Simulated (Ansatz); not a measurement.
Consider Ba4Sb2O (space group I4/mmm, No. 139; a = 5.203 Å, c = 18.076 Å).

The values are results of plane-wave PAW DFT at the PBEsol level (Ansatz, an electronic-structure program, 420 eV), scalar-relativistic without spin-orbit coupling, earlier PAW set, not measurements.

Base values:

* **Gap character**: direct at M
* **Pressure**: 0.0 kbar

It is then changed as follows: every lattice vector is stretched by 2.10 %; the atoms relax in the strained cell.

Task: What does the calculation give for the gap character, energy relative to the base and pressure after the change?

Result: The gap character stays direct at M; the energy grows by 16 meV/atom; the pressure (mean of the normal stresses, compression positive) goes from zero to -21.3 kbar.

With Sb present, leaving out spin-orbit coupling can change the band edges. Stability against distortions was not tested.
